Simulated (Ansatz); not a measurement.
Given:

A slab with vacuum along the third vector:

```yaml
crystal:
  lattice:
    - [2.56680, 0.00000, 0.00000]
    - [1.28340, 5.59421, 0.00000]
    - [0.00000, 0.00000, 26.00000]
  atoms:
    - { symbol: Cu, position: [0.68575, 0.62833, 0.31250] }
    - { symbol: Cu, position: [0.36814, 0.26353, 0.34003] }
    - { symbol: Cu, position: [0.04883, 0.90212, 0.37047] }
    - { symbol: Cu, position: [0.73591, 0.52802, 0.40478] }
    - { symbol: Cu, position: [0.42144, 0.15726, 0.43599] }
    - { symbol: Cu, position: [0.10496, 0.79027, 0.46788] }
    - { symbol: Cu, position: [0.78947, 0.42105, 0.50000] }
    - { symbol: Cu, position: [0.47399, 0.05183, 0.53212] }
    - { symbol: Cu, position: [0.15750, 0.68485, 0.56401] }
    - { symbol: Cu, position: [0.84304, 0.31409, 0.59522] }
    - { symbol: Cu, position: [0.53011, 0.93999, 0.62953] }
    - { symbol: Cu, position: [0.21080, 0.57857, 0.65997] }
    - { symbol: Cu, position: [0.89319, 0.21378, 0.68750] }
```

Model: 13-atom slab, 10.0 Å thick at the start (thin: gaps and levels are the slab's own), 15x7x1 mesh, Fermi-Dirac 0.1 eV, dipole correction, all atoms relaxed; held to the part of the start's symmetry that mesh and held atoms allow; no spin, no spin-orbit, no U.

Q: Estimate the work function of the top face that PBE run with Ansatz (a first-principles code) returns for this input.

A: 4.47 eV

Q: Estimate the surface energy (mean of both faces) that PBE returns for this input.

A: 1.52 J/m²
